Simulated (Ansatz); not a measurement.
ScAl3: response to strain

Take ScAl3 in the Cu3Au type structure (space group Pm-3m, No. 221; a = 4.086 Å) as the base. Axes: x, y, z lie along the cube axes.

Strains are applied to the cell and any free atomic positions relax; under biaxial strain the out-of-plane vector relaxes too; under stress the whole cell relaxes.

Computed with plane-wave PAW DFT at the r2SCAN level (Ansatz, a quantum-chemistry and plane-wave program, 500 eV), no SOC.

Notes on the quantities. energy relative to the base: free energy F; pressure: mean of the normal stresses, compression positive.

| change | energy relative to the base | pressure | volume per atom |
|---|---|---|---|
| base | 0 meV/atom | 0.0 GPa | 17.06 Å³ |
| biaxial strain +1.43 %, plane normal [001], relaxed out of plane | +4.9 meV/atom | -2.0 GPa | 17.45 Å³ |
| biaxial strain +2.33 %, plane normal [001], relaxed out of plane | +12 meV/atom | -3.2 GPa | 17.70 Å³ |
| biaxial strain −1.24 %, plane normal [111], relaxed out of plane | +3.9 meV/atom | 2.0 GPa | 16.71 Å³ |
| isotropic strain +0.62 % | +1.7 meV/atom | -1.7 GPa | 17.37 Å³ |
| isotropic strain +4.29 % | +73 meV/atom | -9.1 GPa | 19.35 Å³ |
| isotropic strain +4.86 % | +92 meV/atom | -10.0 GPa | 19.67 Å³ |
| uniaxial strain ε_xx = +1.17 % | +1.5 meV/atom | -1.1 GPa | 17.26 Å³ |
| uniaxial strain ε_yy = +1.50 % | +2.4 meV/atom | (withheld) | 17.31 Å³ |
| uniaxial stress, 3 GPa compression along z | +2.4 meV/atom | – | 16.88 Å³ |

**Question.** Some entries are withheld; estimate them.

**Answer.** 
- uniaxial strain ε_yy = +1.50 %, pressure: -1.4 GPa

Without a gap, meshes like the base's 11×11×11 leave anisotropic stresses uncertain by several tenths of a GPa, and small strain energies with them. Beyond what the load breaks, stability against distortions was not tested. All final runs are without spin polarisation.
